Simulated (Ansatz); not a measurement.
# Report: zincblende BeTe (F-43m), uniaxial stress along [001]

Cell and atoms are relaxed with PBEsol to each stress (compression positive); bands and masses by PBEsol with spin-orbit coupling, rigid bands (plane waves, PAW; Ansatz, a quantum-chemistry and plane-wave program). Strains are changes of length against the unloaded cell.

```yaml
crystal:
  lattice:
    - [0.00000, 2.80237, 2.80237]
    - [2.80237, 0.00000, 2.80237]
    - [2.80237, 2.80237, 0.00000]
  atoms:
    - { symbol: Be, position: [0.00000, 0.00000, 0.00000] }
    - { symbol: Te, position: [0.75000, 0.75000, 0.75000] }
```

```json
[
 {"stress (GPa)": "-2.00", "strain [001] (%)": "2.52", "strain [100] (%)": "-0.69", "gap (eV)": "1.436", "mₑ* [001]": "0.27", "mₑ* [100]": "0.46", "mₕ* [001]": "0.41", "mₕ* [100]": "0.34"},
 {"stress (GPa)": "-1.00", "strain [001] (%)": "1.28", "strain [100] (%)": "-0.36", "gap (eV)": "1.486", "mₑ* [001]": "0.27", "mₑ* [100]": "0.45", "mₕ* [001]": "0.43", "mₕ* [100]": "0.39"},
 {"stress (GPa)": "0", "strain [001] (%)": "0", "strain [100] (%)": "0", "gap (eV)": "1.541", "mₑ* [001]": "0.36", "mₑ* [100]": "0.36", "mₕ* [001]": "0.38", "mₕ* [100]": "0.38"},
 {"stress (GPa)": "1.00", "strain [001] (%)": "-1.32", "strain [100] (%)": "0.39", "gap (eV)": "1.416", "mₑ* [001]": "1.33", "mₑ* [100]": "0.27", "mₕ* [001]": "0.37", "mₕ* [100]": "0.41"},
 {"stress (GPa)": "2.00", "strain [001] (%)": "-2.69", "strain [100] (%)": "0.82", "gap (eV)": "1.283", "mₑ* [001]": "1.45", "mₑ* [100]": "0.27", "mₕ* [001]": "0.31", "mₕ* [100]": "0.37"}
]
```

[001] is the direction of the load; [010] strains as [100]. Masses are conductivity masses at 300 K in electron masses.

Problem. From the two loads next to zero, find the Young modulus and the ratio of transverse to axial strain.

Solution. Between -1.00 and 1.00 GPa the strain along [001] changes by -2.60 % and that along [100] by 0.75 %. The modulus is 2.00/0.0260 = 77 GPa and the ratio of the strains 0.29 (PBEsol, atoms relaxed). Along [001] C₁₁ = E(1 − ν)/((1 + ν)(1 − 2ν)) and C₁₂ = C₁₁ν/(1 − ν), which gives C₁₁ ≈ 100 GPa and C₁₂ ≈ 41 GPa.

Problem. How fast does the gap move on either side of zero load?

Solution. Under tension, (1.486 − 1.541) eV over -1.00 GPa = 55 meV/GPa, or about -4.3 eV per unit strain; under compression, (1.416 − 1.541) eV over 1.00 GPa = -125 meV/GPa, or about 9.5 eV per unit strain. The two slopes part by 180 meV/GPa; gaps are resolved to about 0.01 eV, which allows 20 meV/GPa, so they differ, even in sign: the gap has a turning point near zero load.

Problem. Take the carrier density and the relaxation time as fixed, so that ρ ∝ m*. What gauge factor (Δρ/ρ)/ε follows for current along [001] at the loads next to zero?

Solution. electrons at -1.00 GPa: (0.27/0.36 − 1)/0.0128 ≈ -20; holes at -1.00 GPa: (0.43/0.38 − 1)/0.0128 ≈ 10; electrons at 1.00 GPa: (1.33/0.36 − 1)/-0.0132 ≈ -200. These are means over a finite load; the small-strain gauge factor differs, most where the load has already emptied the upper valleys or bands. Carriers and loads whose mass moves by under 12 % aren't resolved and aren't listed. The change of shape, which adds a term of order 1 to 2, and that of the scattering between valleys or bands are left out.

Masses are those of dilute carriers in rigid bands with one relaxation time, without polarons. Third decimals of gaps are kept for the arithmetic. Every relaxation keeps the zincblende phase (space group I-4m2 under this load), so a transition, a distortion that breaks the symmetry or fracture can't show.
